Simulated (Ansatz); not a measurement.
**A computed series for MgO: pressure series**

The reference is MgO in the rock salt structure (space group Fm-3m, No. 225; a = 4.204 Å).

Cell and atoms are relaxed at each pressure.

Calculations: r2SCAN (Ansatz, an electronic-structure program; PAW; 500 eV plane waves; scalar-relativistic without spin-orbit coupling).

Candidates:
(a) pressure 100 GPa
(b) pressure 7 GPa
(c) pressure 50 GPa

For the base:

```
Property   Result
--------  -------
Band gap  5.68 eV
```

Order them by band gap, highest first.

(a) pressure 100 GPa (9.58 eV), (c) pressure 50 GPa (7.98 eV), (b) pressure 7 GPa (6.09 eV)

Load acts through the strain it causes; cell and atoms are relaxed under it. Whether these cells are dynamically stable was not tested. No other phases were tried under pressure.
